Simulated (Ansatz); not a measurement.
# Ir, pressure series

Take Ir in the fcc (Cu type) structure (space group Fm-3m, No. 225; a = 3.830 Å) as the base.

Cell and atoms are relaxed at each pressure.

All numbers come from PBEsol, PAW, 420 eV (Ansatz, a program for electronic structure; no SOC).

Notes on the quantities. enthalpy: H = E + PV relative to the base's energy.

```tsv
case	enthalpy	shortest interatomic distance
base	–	270.9 pm
pressure −2 GPa	-0.18 eV/atom	271.3 pm
pressure −1 GPa	-0.09 eV/atom	271.1 pm
pressure 0.9 GPa	+0.08 eV/atom	270.6 pm
pressure 2.1 GPa	+0.18 eV/atom	270.4 pm
pressure 4.5 GPa	+0.39 eV/atom	269.8 pm
pressure 9 GPa	+0.78 eV/atom	268.9 pm
pressure 15 GPa	+1.29 eV/atom	267.7 pm
pressure 22.5 GPa	+1.92 eV/atom	266.3 pm
pressure 30 GPa	+2.54 eV/atom	265.0 pm
```

Load acts through the strain it causes; cell and atoms are relaxed under it. No phonon test of stability was made. No other phases were tried under pressure. The final runs are not spin-polarised.
